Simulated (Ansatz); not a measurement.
## Au on the 1x1 (101) surface of tetragonal HfO2 (a metastable polymorph) (cut with top plane O), one in a 2x1 cell, started at the site 'top O #2'

Host crystal: tetragonal HfO2, with a band gap (PBE, scalar-relativistic without spin-orbit coupling).

Computed with PBE (plane waves to 420 eV, PAW; Ansatz, a quantum-chemistry and plane-wave program).

Set-up: 37 atoms, 7.6 Å thick at the start under the adsorbate (thin: gaps and levels are the slab's own); mesh 3x3x1; 0.01 eV smearing; dipole correction on; 16 atoms held, the rest relaxed; start symmetry kept, larger cells not searched; spin-polarised, ending with about 1.0 μB a cell; orders that need a larger cell were not tried, no spin-orbit, no U, no dispersion correction. At the end it is bonded to Hf + O. In PBE this state lies 0.16 eV over the lowest of the starts that converged ('bridge O-O (span 4.0 Å)', where the adsorbate broke or entered a bond of the host).

```
Property                                                                                                                                         Result
--------------------------------------------------------------------------------------  ---------------------------------------------------------------
adsorption energy against an atom of fcc Au                                                                                                     2.12 eV
change of the step from the bottom to the top vacuum level, against the clean slab                                                              0.12 eV
energy released by relaxation                                                                                                                   0.69 eV
height of the binding atom over the mean of the host atoms within 0.3 Å of the top one                                                       3.139 bohr
magnetic moment of the cell                                                                                                                     1.00 μB
nearest host atoms of the binding atom                                                                           O at 2.23 Å, Hf at 2.78 Å, O at 3.43 Å
largest move of a host atom                                                                                                                      0.40 Å
note                                                                                    in the relaxation the adsorbate left its starting site by 1.2 Å
```

A negative adsorption energy means that the adsorbate is more stable on the surface than in its reference.
